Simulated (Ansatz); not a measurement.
Input for (Hf,La)(O,F)O alloy cell Hf7LaFO15 (polar orthorhombic (Pca2_1) start):

Ansatz 0.2 input:
```yaml
crystal:
  lattice:
    - [0.007282847, 5.094892727, 5.129930406]
    - [0.048805435, -5.230170319, 5.26448395]
    - [5.395941788, -5.184116988, 0.096383138]
  atoms:
    - { symbol: Hf, position: [0.261880231, 0.960585393, 0.036956242] }
    - { symbol: Hf, position: [0.773746323, 0.473029584, 0.032067764] }
    - { symbol: Hf, position: [0.218943046, 0.506865209, 0.964048834] }
    - { symbol: Hf, position: [0.718507, 0.022427834, 0.984001451] }
    - { symbol: La, position: [0.734670133, -0.004041994, 0.484864187] }
    - { symbol: Hf, position: [0.236896747, 0.495449761, 0.475627596] }
    - { symbol: Hf, position: [0.753151137, 0.506485785, 0.524483508] }
    - { symbol: Hf, position: [0.253622395, 0.978588813, 0.538079549] }
    - { symbol: O, position: [0.370573719, 0.973406868, 0.342586744] }
    - { symbol: O, position: [0.901976079, 0.475673203, 0.361398979] }
    - { symbol: O, position: [0.209308829, 0.661993918, 0.619405945] }
    - { symbol: F, position: [0.723980158, 0.188883001, 0.645507484] }
    - { symbol: O, position: [0.541127915, 0.374231328, 0.125273046] }
    - { symbol: O, position: [0.023686451, 0.844204762, 0.109633389] }
    - { symbol: O, position: [0.097771441, 0.289397188, 0.852738146] }
    - { symbol: O, position: [0.606493619, 0.809421288, 0.837368756] }
    - { symbol: O, position: [0.852565083, 0.617704526, 0.745413007] }
    - { symbol: O, position: [0.34701468, 0.144209175, 0.726768888] }
    - { symbol: O, position: [0.906207773, 0.097129928, 0.255190551] }
    - { symbol: O, position: [0.407043852, 0.589815205, 0.299724395] }
    - { symbol: O, position: [0.147253458, 0.850708724, 0.799134544] }
    - { symbol: O, position: [0.606256625, 0.375139623, 0.782315151] }
    - { symbol: O, position: [0.624878027, 0.854270407, 0.22485127] }
    - { symbol: O, position: [0.134445326, 0.366420403, 0.232560722] }
basis:
  ecutwfc: 420
  ecutrho_ratio: 4
  xc_grid: 2
kpoints:
  mp_grid: { grid: [4, 4, 4] }
hamiltonian:
  xc: pbe
  dispersion: none
  pseudopotentials: { kind: paw }
scf:
  n_extra_bands: 42
  occupations: { method: fermi_dirac, width: 0.01 }
output:
  eigenstates:
    kpoints:
      - [0.0, 0.0, 0.0]
      - [0.0, 0.0, -0.5]
      - [-0.5, -0.5, -0.5]
      - [-0.5, -0.5, 0.0]
    e_range: [-5, 6]
    localisation: true
  eigenvalues: true
magnetization:
  noncollinear: true
  spin_orbit: true
```

Calculation: PBE with spin-orbit coupling (plane waves to 420 eV, PAW; Ansatz, a quantum-chemistry and plane-wave program).  Its k-point mesh 4×4×4, Fermi–Dirac width 0.01 eV.

**Question.** What does the end of the output print (band table and long remarks left out, numbers rounded to eight decimals)?

**Answer.** 
```
SCF converged after 14 iterations
Magnetization: |M| = 0.0000 μB,  M = (+0.0000, +0.0000, +0.0000) μB
Absolute magnetization: 0.0000 μB (∫|m|)
  site 0: m = (+0.0000, +0.0000, +0.0000) μB, |m| = 0.0000 μB  (R = 0.85 Å)
  site 1: m = (+0.0000, +0.0000, +0.0000) μB, |m| = 0.0000 μB  (R = 0.87 Å)
  site 2: m = (+0.0000, +0.0000, +0.0000) μB, |m| = 0.0000 μB  (R = 0.82 Å)
  site 3: m = (+0.0000, +0.0000, +0.0000) μB, |m| = 0.0000 μB  (R = 0.84 Å)
  site 4: m = (+0.0000, +0.0000, +0.0000) μB, |m| = 0.0000 μB  (R = 0.95 Å)
  site 5: m = (+0.0000, +0.0000, +0.0000) μB, |m| = 0.0000 μB  (R = 0.85 Å)
  site 6: m = (+0.0000, +0.0000, +0.0000) μB, |m| = 0.0000 μB  (R = 0.84 Å)
  site 7: m = (+0.0000, +0.0000, +0.0000) μB, |m| = 0.0000 μB  (R = 0.83 Å)
  site 8: m = (+0.0000, +0.0000, +0.0000) μB, |m| = 0.0000 μB  (R = 0.83 Å)
  site 9: m = (+0.0000, +0.0000, +0.0000) μB, |m| = 0.0000 μB  (R = 0.85 Å)
  site 10: m = (+0.0000, +0.0000, +0.0000) μB, |m| = 0.0000 μB  (R = 0.85 Å)
  site 11: m = (+0.0000, +0.0000, +0.0000) μB, |m| = 0.0000 μB  (R = 0.87 Å)
  site 12: m = (+0.0000, +0.0000, +0.0000) μB, |m| = 0.0000 μB  (R = 0.82 Å)
  site 13: m = (+0.0000, +0.0000, +0.0000) μB, |m| = 0.0000 μB  (R = 0.85 Å)
  site 14: m = (+0.0000, +0.0000, +0.0000) μB, |m| = 0.0000 μB  (R = 0.85 Å)
  site 15: m = (+0.0000, +0.0000, +0.0000) μB, |m| = 0.0000 μB  (R = 0.87 Å)
  site 16: m = (+0.0000, +0.0000, +0.0000) μB, |m| = 0.0000 μB  (R = 0.84 Å)
  site 17: m = (+0.0000, +0.0000, +0.0000) μB, |m| = 0.0000 μB  (R = 0.88 Å)
  site 18: m = (+0.0000, +0.0000, +0.0000) μB, |m| = 0.0000 μB  (R = 0.88 Å)
  site 19: m = (+0.0000, +0.0000, +0.0000) μB, |m| = 0.0000 μB  (R = 0.86 Å)
  site 20: m = (+0.0000, +0.0000, +0.0000) μB, |m| = 0.0000 μB  (R = 0.88 Å)
  site 21: m = (+0.0000, +0.0000, +0.0000) μB, |m| = 0.0000 μB  (R = 0.89 Å)
  site 22: m = (+0.0000, +0.0000, +0.0000) μB, |m| = 0.0000 μB  (R = 0.84 Å)
  site 23: m = (+0.0000, +0.0000, +0.0000) μB, |m| = 0.0000 μB  (R = 0.88 Å)
Free energy (F): -125797.582185 eV
Harris-Foulkes:  -125797.582185 eV  (|F-HF|=8.00e-10)
Internal energy: -125797.582185 eV  (E = F + TS)
E sigma→0 (E₀):  -125797.582185 eV
Fermi energy:    15.543438 eV
--- Per-component energies (eV) ---
  E_band       = -136.336027
  E_kinetic    = 5969.779168
  E_local      = -45751.360943  (includes V_loc(G=0)·N_el)
  E_nonlocal   = -7823.299451
  E_hartree    = 20836.611257
  E_xc         = -3423.443286
  E_vxc        = -3524.697874  (∫ρ·V_xc dr)
  E_paw        = -56609.277403  (= ΣΔE_a)
  E_vpaw       = 9319.976145  (= ΣTr[D̂ρ^β])
  E_aug_tail   = 0.039070  (compensation charges beyond the density's cutoff)
  E_ewald      = -38996.630597
  E_smearing   = 0.000000  (= −TS)
  E_closure    = 0.000000  (closes the sum)
  Σ components = -125797.582185   (vs F -125797.582185, Δ=0.00e0)
```

Cost: roughly 40 core-minutes.
